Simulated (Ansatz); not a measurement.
Consider this model of amorphous Ti$_{20}$O$_{43}$Sc$_{2}$.

```yaml
crystal:
  lattice:
    - [9.30451, 0.14044, -0.26409]
    - [0.14044, 9.21110, -0.02910]
    - [-0.26409, -0.02910, 9.34856]
  atoms:
    - { symbol: Ti, position: [0.48728, 0.38377, 0.64457] }
    - { symbol: Ti, position: [0.97949, 0.33186, 0.81968] }
    - { symbol: Ti, position: [0.84680, 0.92859, 0.70606] }
    - { symbol: Ti, position: [0.90296, 0.55809, 0.55958] }
    - { symbol: Ti, position: [0.83536, 0.81949, 0.21750] }
    - { symbol: Ti, position: [0.52970, 0.38688, 0.26671] }
    - { symbol: Ti, position: [0.48034, 0.79654, 0.34066] }
    - { symbol: Ti, position: [0.23049, 0.61777, 0.76688] }
    - { symbol: Ti, position: [0.97058, 0.02727, 0.03226] }
    - { symbol: Ti, position: [0.58407, 0.54782, 0.90773] }
    - { symbol: Ti, position: [0.35560, 0.06642, 0.15061] }
    - { symbol: Ti, position: [0.11393, 0.18042, 0.50630] }
    - { symbol: Ti, position: [0.20516, 0.73339, 0.12821] }
    - { symbol: Ti, position: [0.53217, 0.00192, 0.63275] }
    - { symbol: Ti, position: [0.77264, 0.24442, 0.46591] }
    - { symbol: Ti, position: [0.81591, 0.45474, 0.18724] }
    - { symbol: Ti, position: [0.15905, 0.33026, 0.16712] }
    - { symbol: Ti, position: [0.10473, 0.85405, 0.49057] }
    - { symbol: Ti, position: [0.31460, 0.22972, 0.84587] }
    - { symbol: Ti, position: [0.49311, 0.86340, 0.90223] }
    - { symbol: O, position: [0.84179, 0.72964, 0.66390] }
    - { symbol: O, position: [0.19367, 0.52751, 0.18292] }
    - { symbol: O, position: [0.04178, 0.52973, 0.74081] }
    - { symbol: O, position: [0.14607, 0.67155, 0.94324] }
    - { symbol: O, position: [0.92927, 0.88240, 0.88632] }
    - { symbol: O, position: [0.66682, 0.72135, 0.93193] }
    - { symbol: O, position: [0.63083, 0.49086, 0.72439] }
    - { symbol: O, position: [0.55994, 0.33332, 0.46991] }
    - { symbol: O, position: [0.15791, 0.10682, 0.12756] }
    - { symbol: O, position: [0.64874, 0.95851, 0.79322] }
    - { symbol: O, position: [0.88192, 0.63648, 0.12916] }
    - { symbol: O, position: [0.05336, 0.85460, 0.13532] }
    - { symbol: O, position: [0.85251, 0.44714, 0.91729] }
    - { symbol: O, position: [0.36550, 0.84408, 0.08689] }
    - { symbol: O, position: [0.71719, 0.08005, 0.56997] }
    - { symbol: O, position: [0.05653, 0.61150, 0.47350] }
    - { symbol: O, position: [0.45363, 0.00007, 0.30705] }
    - { symbol: O, position: [0.39352, 0.91670, 0.74670] }
    - { symbol: O, position: [0.70641, 0.27904, 0.26658] }
    - { symbol: O, position: [0.19316, 0.76625, 0.65827] }
    - { symbol: O, position: [0.20929, 0.01797, 0.45579] }
    - { symbol: O, position: [0.92718, 0.15416, 0.87871] }
    - { symbol: O, position: [0.92972, 0.84464, 0.38615] }
    - { symbol: O, position: [0.32840, 0.50402, 0.61189] }
    - { symbol: O, position: [0.81414, 0.00281, 0.12707] }
    - { symbol: O, position: [0.61973, 0.47187, 0.09930] }
    - { symbol: O, position: [0.65135, 0.78312, 0.25368] }
    - { symbol: O, position: [0.53407, 0.82999, 0.52238] }
    - { symbol: O, position: [0.45909, 0.56815, 0.32479] }
    - { symbol: O, position: [0.15586, 0.23508, 0.69948] }
    - { symbol: O, position: [0.96613, 0.32832, 0.16243] }
    - { symbol: O, position: [0.18558, 0.32152, 0.38213] }
    - { symbol: O, position: [0.25511, 0.76181, 0.34596] }
    - { symbol: O, position: [0.41845, 0.08306, 0.96324] }
    - { symbol: O, position: [0.87717, 0.35276, 0.61836] }
    - { symbol: O, position: [0.00418, 0.98464, 0.61912] }
    - { symbol: O, position: [0.80738, 0.50201, 0.38382] }
    - { symbol: O, position: [0.16255, 0.32807, 0.94882] }
    - { symbol: O, position: [0.43580, 0.18529, 0.67160] }
    - { symbol: O, position: [0.93892, 0.16877, 0.40819] }
    - { symbol: O, position: [0.38362, 0.27494, 0.18379] }
    - { symbol: O, position: [0.41576, 0.66559, 0.87045] }
    - { symbol: O, position: [0.42528, 0.38445, 0.85831] }
    - { symbol: Sc, position: [0.24853, 0.54164, 0.40341] }
    - { symbol: Sc, position: [0.92182, 0.65542, 0.89761] }
```

Methods: PBE, scalar-relativistic without spin-orbit coupling (Ansatz, an electronic-structure program); r2SCAN, scalar-relativistic without spin-orbit coupling (Ansatz); HSE06, scalar-relativistic without spin-orbit coupling (Ansatz). Neutral PBE cell, which sets geometry, pressure and energy: sampling: a 2×2×2 Γ-centred mesh; Fermi-Dirac width 0.02 eV; no spin polarisation. Exact exchange is cut at the faces of this 9 Å cell, which leaves hybrid gaps a finite-size error.

Preparation: random packing, a CHGNet melt and quench, and a DFT relaxation. O atoms were pushed apart under 1.9 Å during the dynamics, to hinder bonds among them. The hot cell started wider than the set density and was brought back towards it in steps. It is the lowest in DFT energy of 2 quenches. It is a model cell: composition and starting density were chosen by hand, and all elements were melted together. No dispersion term was used. Its density started from a set value of 3.60 and ended at 3.60 g/cm³. The simulated quench (nominally 240 K/ps over its main leg) is rapid and tends to freeze in more defects than a deposited or slowly cooled glass has. One small periodic cell is one sample of the glass; other quenches scatter about these values. The volume was held where the preparation left it and the shape relaxed.

Problem. Give the pressure and the spacing of the highest filled and lowest empty levels.

Solution. 
```json
{
  "Pressure on a 2×2×2 Γ-centred mesh": "0.90 GPa",
  "Largest force and stress component on that mesh (the relaxation ran on the zone centre alone)": "0.10 eV/Å and 0.9 GPa",
  "Gap on a 2×2×2 Γ-centred mesh (PBE)": "2.59 eV",
  "Gap at the zone centre (PBE)": "2.76 eV",
  "Gap at the zone centre (r2SCAN)": "3.10 eV",
  "Gap at the zone centre (HSE06)": "4.26 eV",
  "Distance between the nearest levels spread over more than a fifth of the atoms or a third of the atoms of their main element (six at least) (PBE, zone centre)": "2.76 eV"
}
```

Problem. At PBE and the zone centre, how localised are the states just below and above the Fermi level (participation number: the atoms over which a state spreads)?

Solution. The highest filled state is spread over 18.7 atoms' worth, largest on O56, with weights by element (charge in smoothed Voronoi cells) O 0.93, Ti 0.06, Sc 0.01. The lowest empty state is spread over 13.0 atoms' worth, largest on Ti11, with weights by element (charge in smoothed Voronoi cells) Ti 0.79, O 0.20, Sc 0.01.

Bonds are counted up to Ti-Ti 3.12 Å, Ti-O 2.38 Å, Ti-Sc 3.27 Å, O-O 1.58 Å, O-Sc 2.60 Å, Sc-Sc 3.41 Å. Two cations that share two anions don't count as bonded, nor two that share one unless they lie closer than Ti-Ti 3.04 Å, Ti-Sc 3.18 Å, Sc-Sc 3.32 Å.

Added carriers, by Ansatz with PBE, scalar-relativistic without spin-orbit coupling on the zone centre alone. Charged cells keep the cell fixed and stand in a uniform background, with no image correction, at a width of 0.01 eV; where the count is odd the moment is locked at 1 μB, unless the neutral cell bore moments. Each starts from the undistorted neutral geometry alone. PBE's self-interaction favours spread-out carriers, so it can miss traps that a hybrid finds.

Problem. What happens at PBE when the cell takes an extra electron and the atoms relax?

Solution. Relaxation lowers the charged cell by 0.07 eV. The largest moves are O54 0.05 Å, O61 0.05 Å, O34 0.05 Å, O29 0.05 Å. The level that holds the added charge spreads over 13.3 atoms' worth, most on Ti11 (weight 0.18): a partly localised carrier. No bond crosses its cut-off with a change of over 0.15 Å (metal-metal contacts aside). Made neutral again at that geometry, the cell lies +0.11 eV from the neutral start.

Problem. What happens at PBE when the cell takes a hole and the atoms relax?

Solution. Relaxation lowers the charged cell by 0.29 eV. The largest moves are Ti16 0.29 Å, O39 0.27 Å, O57 0.26 Å, O33 0.16 Å. The level that was emptied spreads over 3.7 atoms' worth, most on O57 (weight 0.42): a localised (trapped) carrier, which neighbours of that atom can share. Bonds formed: Ti16-O33. Made neutral again at that geometry, the cell lies +0.84 eV from the neutral start.
